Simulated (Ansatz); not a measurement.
Fermi-surface figures of metals: Zr (P6_3/mmc) under several functionals (Ansatz, a program for electronic structure, without spin-orbit coupling). The PBE cell:

```xyz
2
Lattice="3.2343 0.0000 0.0000 -1.6171 2.8010 0.0000 0.0000 0.0000 5.1687" Properties=species:S:1:pos:R:3 pbc="T T T"
Zr     0.0000     1.8673     1.2922
Zr     1.6171     0.9337     3.8765
```

```
Functional  cell relaxed with  volume (Å³/atom)  density of states at the Fermi level per atom  Drude plasma energy  root-mean-square Fermi velocity
----------  -----------------  ----------------  ---------------------------------------------  -------------------  -------------------------------
PBE                       PBE             23.41                                 0.95 states/eV               4.0 eV                     3.9 ×10⁵ m/s
PBEsol                 PBEsol             22.49                                 1.00 states/eV               4.2 eV                     3.9 ×10⁵ m/s
```

For the density of states at the Fermi level per atom, PBE gives 0.95 states/eV and PBEsol 1.00 states/eV: PBE lies 5 % below, no more than the two runs' mesh errors together.

Metals at this level; values at 300 K, both spins, means over directions. As a rough test of the mesh, the Fermi surface's area from every second k point differs by up to 13 %. Spin-orbit coupling is left out.
